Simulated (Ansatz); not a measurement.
What Ba → Be does to Ba

Consider Ba in the bcc (W type) structure (space group Im-3m, No. 229; a = 5.069 Å).

Now apply this change: full substitution Ba → Be, then cell and atoms are relaxed.

Level of theory: plane-wave PAW DFT at the r2SCAN level (Ansatz, an electronic-structure program, 500 eV), no spin-orbit coupling, earlier PAW set. k-mesh 26×26×26 (Γ-centred); smearing 0.05 eV (Fermi–Dirac), for the changed cell.

The volume per atom drops by 57.31 Å³ to 7.81 Å³ and the density shrinks by 1.585 g/cm³ (3.50 g/cm³ → 1.92 g/cm³). The lattice parameter a falls by 2.569 Å to 2.500 Å and the space group is still Im-3m (No. 229). The shortest interatomic distance falls by 2.225 Å (4.390 Å → 2.165 Å) and the band gap stays zero.

Cost of the whole job for the changed cell (relaxation, final SCF and bands): roughly 40 core-seconds.

No phonon test of stability was made. For Be in this form, whether it has been made was not checked. This is not the structure that Be has at room temperature and ambient pressure.
